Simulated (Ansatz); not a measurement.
Start from PbTe in the rock salt structure (space group Fm-3m, No. 225; a = 6.380 Å).

The values are results of Ansatz (a program for electronic structure), LDA, PAW, cutoff 420 eV, spin-orbit coupling left out, not measurements.

For the base:

The lattice parameter a comes out as 6.380 Å. The width of the top valence band is 3.01 eV.

One thing is altered: a hydrostatic pressure of 9 GPa.

**Question.** What happens to the lattice parameter a and width of the top valence band?

**Answer.** The lattice parameter a falls by 0.2824 Å to 6.097 Å; the width of the top valence band increases by 0.95 eV, from 3.01 eV to 3.96 eV.

Spin-orbit coupling, missing from the scalar runs, can matter with Pb and Te. The levels and masses belong to the bands next to the band gap. Load acts through the strain it causes; cell and atoms are relaxed under it. Whether these cells are dynamically stable was not tested. No other phases were tried under pressure.
